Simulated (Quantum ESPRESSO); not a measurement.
Quantum ESPRESSO run on TaAgO3 (R-3c, 10 atoms in the cell): self-consistent single point.

Computed with LDA (PZ), spin-orbit coupling, PseudoDojo fully relativistic norm-conserving (PBE) pseudopotentials (plane waves; Quantum ESPRESSO).

```xyz
10
Lattice="2.7878 1.6096 4.6444 -2.7878 1.6096 4.6444 0.0000 -3.2191 4.6444" Properties=species:S:1:pos:R:3 pbc="T T T"
Ta     0.0000     0.0000     0.0000
Ta     0.0000     0.0000     6.9667
Ag     0.0000     0.0000    10.4500
Ag     0.0000     0.0000     3.4833
O      0.3152     1.6096     8.1278
O     -0.3152    -1.6096     5.8056
O     -1.5515    -0.5318     8.1278
O      1.5515     0.5318     5.8056
O      1.2363    -1.0777     8.1278
O     -1.2363     1.0777     5.8056
```

Reference input (self-consistent single point, DFT, PBEsol, plane waves, GBRV 1.5 ultrasoft (PBESOL) pseudopotentials): ecutwfc = 40 Ry; ecutrho = 320 Ry; occupations = smearing; smearing = gaussian; degauss = 0.00147 Ry; potentials = {Ta: ta_pbesol_v1.uspp.F.UPF, Ag: ag_pbesol_v1.4.uspp.F.UPF, O: o_pbesol_v1.2.uspp.F.UPF}; K_POINTS = automatic 3 3 3 0 0 0; conv_thr = 1e-10 Ry. This run's input differs from it in these lines:

```diff
@@ -12,4 +12,3 @@
    ntyp = 3
-   ecutwfc = 40
-   ecutrho = 320
+   ecutwfc = 85
    occupations = 'smearing'
@@ -17,2 +16,5 @@
    degauss = 0.00147
+   noncolin = .true.
+   lspinorb = .true.
+   input_dft = 'pz'
 /
@@ -22,5 +24,5 @@
 ATOMIC_SPECIES
-Ta   180.9479  ta_pbesol_v1.uspp.F.UPF
-Ag   107.8682  ag_pbesol_v1.4.uspp.F.UPF
-O     15.9990  o_pbesol_v1.2.uspp.F.UPF
+Ta   180.9479  Ta.upf
+Ag   107.8682  Ag.upf
+O     15.9990  O.upf
 CELL_PARAMETERS angstrom
```

Output, abridged:

```
     Self-consistent Calculation

     iteration #  1     ecut=    85.00 Ry     beta= 0.70

     total energy              =   -1075.98966463 Ry
     estimated scf accuracy    <       2.80226941 Ry

     iteration #  2     ecut=    85.00 Ry     beta= 0.70

     total energy              =   -1075.59755454 Ry
     estimated scf accuracy    <       9.36875836 Ry

     iteration #  3     ecut=    85.00 Ry     beta= 0.70

     total energy              =   -1077.46906428 Ry
     estimated scf accuracy    <       0.16219642 Ry

   [... 8 blocks of this kind left out ...]

     iteration # 12     ecut=    85.00 Ry     beta= 0.70

     total energy              =   -1077.47124079 Ry
     estimated scf accuracy    <          2.5E-09 Ry

     iteration # 13     ecut=    85.00 Ry     beta= 0.70
     End of self-consistent calculation

   [... 12 lines left out ...]

   [... 12 lines left out ...]

     the Fermi energy is    10.9946 ev

!    total energy              =   -1077.47124079 Ry
     estimated scf accuracy    <          7.7E-11 Ry
     smearing contrib. (-TS)   =      -0.00000000 Ry
     internal energy E=F+TS    =   -1077.47124079 Ry

     convergence has been achieved in  13 iterations

     Forces acting on atoms (cartesian axes, Ry/au):

     atom    1 type  1   force =     0.00000000   -0.00000000   -0.00000000
     atom    2 type  1   force =     0.00000000    0.00000000   -0.00000000
     atom    3 type  2   force =     0.00000000   -0.00000000   -0.00000000
     atom    4 type  2   force =    -0.00000000    0.00000000    0.00000000
   [... lines left out ...]

     Total force =     0.005731     Total SCF correction =     0.000002

          total   stress  (Ry/bohr**3)                   (kbar)     P=     -123.30
  -0.00086272   0.00000000   0.00000000         -126.91        0.00        0.00
   0.00000000  -0.00086272   0.00000000            0.00     -126.91        0.00
   0.00000000   0.00000000  -0.00078900            0.00        0.00     -116.07

   JOB DONE.
```

The run converged in 13 iterations. Against the reference run the pressure goes from -8.20 to -12.33 GPa, the largest force goes from 0.028 to 0.060 eV/Å and the gap on the mesh goes from 1.986 to 1.881 eV.

The starting cell comes from a database of computed structures (which also holds hypothetical and non-ambient phases and stackings), without a prior relaxation at this level. With a pressure of about -12 GPa the cell is away from its equilibrium volume at this level.

Cost on one core of a shared machine: roughly 10 min.
